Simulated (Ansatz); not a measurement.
## PBE against PBEsol: MnSi, Si vacancy

Base system: an 8-atom supercell of MnSi (space group P2_13, No. 198; a = 4.518 Å; ferromagnetic) at its relaxed geometry.

(Cell as relaxed with PBE.)

Levels (all Ansatz, a program for electronic structure, PAW, earlier PAW set): PBE (420 eV, without spin-orbit coupling); PBEsol (420 eV, no spin-orbit coupling).

Each level relaxes its own structure.

One thing is altered: a neutral Si vacancy, atoms relaxed at fixed cell, starting from a slightly rattled geometry.

| quantity | PBE | PBEsol |
|---|---|---|
| pressure | -3.4 GPa | … |
| largest displacement of a host atom from its site in the perfect cell | 0.11 Å | … |

Problem. What does PBEsol give?

Solution. 
- pressure, PBEsol: -5.2 GPa
- largest displacement of a host atom from its site in the perfect cell, PBEsol: 0.12 Å

PBE's pressure lies 1.8 GPa above PBEsol's. Neither level is exact; PBEsol is the comparison here, not a measurement.

The magnetic state is the one reached from the starting moments; the real material's order can differ, and small cells can't hold many antiferromagnetic ones. In so small a cell the defect repeats every few ångströms: this is an ordered compound, not a dilute defect.
